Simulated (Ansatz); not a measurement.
MoGe2 (model structure, started from the AlB2 type, P6/mmm, No. 191, 3 atoms in the cell) was calculated with LDA in Ansatz (plane waves, PAW).

Numerical settings: plane-wave cutoff 520 eV, 18×18×12 k mesh (along the axes of the cell as run), Fermi–Dirac smearing 0.05 eV, no spin polarisation, scalar-relativistic PAW data made under PBE.

Cell (relaxed at this level):

```
CELL_PARAMETERS angstrom
      4.52822     0.00000     0.00000
     -2.26411     3.92155     0.00000
      0.00000     0.00000     2.60123
ATOMIC_POSITIONS crystal
  Mo 0.00000 0.00000 0.00000
  Ge 0.33333 0.66667 0.50000
  Ge 0.66667 0.33333 0.50000
```

Predict the bulk modulus B0.


- bulk modulus B0 = 144 GPa

Note: the run has no spin polarisation, so it can have missed a magnetic state; the bulk modulus is −V dP/dV from two relaxed cells at ±2 % in volume; the relaxation could raise the start's symmetry but not lower it, so the cell can be a saddle point.

Computed values are for the static lattice.

Computing time: around 6 core-minutes (rough).

A model structure was made by putting elements into a prototype or built by hand; it is no filed structure, need not be a known phase, and can be a saddle point held by its symmetry.

Ansatz is an electronic-structure program.
